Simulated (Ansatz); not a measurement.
# bcc Mo (0 0 1) on 3C silicon carbide (0 0 1) (film strained to the substrate, faces as cut)

A periodic stack without vacuum, bcc Mo (0 0 1) on 3C silicon carbide (0 0 1) (film strained to the substrate, faces as cut): substrate slab C6Si5, film Mo6, surface cells [[1, 0], [1, 1]] and [[0, 1], [-1, 0]], film strained by -2.0 and -2.0 %, faces C/C and Mo/Mo as cut (like faces can put a slab off its formula).

The start was prepared with a machine-learned potential, and the result is one local minimum, with the in-plane cell held and forces under 0.04 eV/Å; the film can end far from its bulk form.

These are PBE (plane waves to 420 eV, PAW; Ansatz, a program for electronic structure) values and carry that method's errors. Scalar-relativistic, without spin–orbit coupling; the runs are not spin-polarised; PBE gaps are too small against experiment. Its k-point mesh 10×10×1, Fermi–Dirac width 0.05 eV.

| Item | Result |
|---|---|
| interface area | 9.6 Å² |
| period | 21.96 Å |
| gaps between the outermost planes at the two interfaces | 1.45 and 1.41 Å |
| C–Mo contacts across the interfaces within 1.22 times the sum of covalent radii | 4, mean 2.11 Å |
| Mo–Si contacts across the interfaces within 1.22 times the sum of covalent radii | 1, mean 2.59 Å |
| hole barrier (PBE, at the middle of a substrate layer that carries a field) | 0.87 eV |
| electron barrier (PBE, at the middle of a substrate layer that carries a field) | 0.50 eV |
| slope of the mean potential energy in the substrate | -7.3 MV/cm × e |

```
CELL_PARAMETERS angstrom
      3.09704     0.00000    -0.03534
      0.00000     3.09713     0.00000
      0.25215     0.00000    21.95487
ATOMIC_POSITIONS crystal
  C  0.92363 0.50000 0.13229
  C  0.42356 0.00000 0.03280
  C  0.92356 0.50000 0.33158
  C  0.42360 0.00000 0.23187
  C  0.92346 0.50000 0.53277
  C  0.42352 0.00000 0.43126
  Si 0.92362 0.00000 0.18156
  Si 0.42364 0.50000 0.08137
  Si 0.92354 0.00000 0.38091
  Si 0.42359 0.50000 0.28126
  Si 0.42348 0.50000 0.48058
  Mo 0.92350 0.00000 0.67590
  Mo 0.42338 0.50000 0.59865
  Mo 0.92348 0.00000 0.81944
  Mo 0.42350 0.50000 0.74667
  Mo 0.92372 0.00000 0.96865
  Mo 0.42346 0.50000 0.89097
```
